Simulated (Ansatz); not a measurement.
Take C in the graphite type structure (space group P6_3/mmc, No. 194; a = 2.458 Å, c = 6.563 Å; layered, stacked along the Cartesian z axis) as the base.

All numbers come from plane-wave PAW DFT at the PBEsol-D3(BJ) level (Ansatz, a quantum-chemistry and plane-wave program, 420 eV), without spin-orbit coupling.

Before the change:

| Item | Result |
|---|---|
| Pressure | 0.0 GPa |
| Band gap | zero |

Now apply this change: an isotropic linear strain of +3.14 %, atoms relaxed at fixed cell.

Task: Predict the new energy relative to the base, pressure and band gap.

Result: The energy grows by 66 meV/atom; the pressure (mean of the normal stresses, compression positive) goes from zero to -23.4 GPa; the band gap is still zero.

A case with no gap was solved on a k-mesh chosen for an insulator, which is coarse for it. No phonon test of stability was made.
